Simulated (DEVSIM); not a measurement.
Device: abrupt Si n-p junction, at 300 K.

Layer 1 from the left is Si, thickness (μm) 16.0, Nd (cm⁻³) 8e16, τn (s) 2.4e-5, τp (s) 2.4e-5. Layer 2 from the left is Si, thickness (μm) 260, Na (cm⁻³) 1.3e13, τn (s) 2.4e-5, τp (s) 2.4e-5.

Left contact: ohmic. Right contact: ohmic. Voltage is applied to the left contact. Recombination: SRH at mid-gap, radiative. Mobility is μmin + (μ − μmin)/(1 + (N/Nref)^α).

The device is made up for the run: typed textbook-type constants, with dimensions and the other settings drawn at random. Values at 300 K.

Si: gap (eV) 1.124, affinity (eV) 4.05, permittivity 11.7, Nc (cm⁻³) 2.86e19, Nv (cm⁻³) 3.1e19, μn (cm²/Vs) 1417, μp (cm²/Vs) 470, μn,min 52, μp,min 45, Nref,n 9.7e16, Nref,p 2.2e17, αn 0.68, αp 0.72, B (cm³/s) 4.7e-15.

Task: Estimate by hand the built-in potential, the peak field at zero bias, and compare with a numerical solution.

Result: 
- Built-in potential: ni = √(Nc Nv) exp(−Eg/2kT) = 1.08e10 cm⁻³ with Eg = 1.124 eV; Vbi = kT/q ln(Na Nd/ni²) = 0.592 V; numerical 0.592 V.
- Peak field at zero bias: depletion approximation: W = √(2εVbi/(qN)) = 7.68 μm with N = 1.30e13 cm⁻³; field = 2Vbi/W = 1540 V/cm; numerical 15400 V/cm (estimate below by 90 %).

Model (solved in DEVSIM): 1D drift-diffusion, Boltzmann statistics, complete ionisation; no tunnelling, impact ionisation, image-force lowering or self-heating.
